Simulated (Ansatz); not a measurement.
# PbSe: strain along the normal

PbSe (rock salt, Fm-3m, 28.395 Å³/atom at rest) under an equal strain ε in the (111) plane with the normal axis free, as in a coherent film. PBEsol in Ansatz, a plane-wave DFT program (PAW, default set), 420 eV, 9×9×9 Γ-centred mesh, Fermi-Dirac smearing 0.05 eV; ions are relaxed within the symmetry of each cell.

Here s stands for strain and y for normal strain.

| strain (%) | normal strain (%) |
|---|---|
| -1.25 | 1.36 |
| -0.83 | 0.90 |
| -0.42 | 0.46 |
| 0.00 | 0.00 |
| 0.42 | -0.46 |
| 0.83 | -0.91 |
| 1.25 | -1.37 |
| 2.50 | ? |

Taking a straight line for y over the 7 complete rows: Means: s 0, y -0.003. About the means, the sum of products is -5.3012 and the sum of squares of s is 4.8556; the slope is their ratio. Least squares gives y = -0.003 - 1.0918·s. Residuals (row less fit): -0.002, -0.003, 0.004, 0.003, 0.002, -0.001, -0.002; standard error 0.003 (degrees of freedom: 5). The slope, -1.09 ± 0.00, is the elastic response of the normal axis.

Q: Estimate the missing y (s = 2.50); what did the run itself give?

A: y = -0.003 - 1.0918 × 2.50 = -2.733%. The calculation gives -2.75%, 0.017% below the prediction (0.4 % of the range of y in the table). The row lies outside the fitted rows, so this is an extrapolation. The fitted rows scatter only by rounding.

One order more, fitted to all 13 runs of the series, follows each within 0.01, so the miss is the next term of a smooth law. This level leaves no gap over 0.05 eV at strain -1.25, -0.83, 1.25, 2.50, where the mesh may be coarse. Rows are the converged runs of the series near zero and its far end; series whose fitted rows scatter by over a few per cent of the range, as at a crossing or softening among them, aren't shown in this form. Most that stay on the fit to the last digits aren't either.
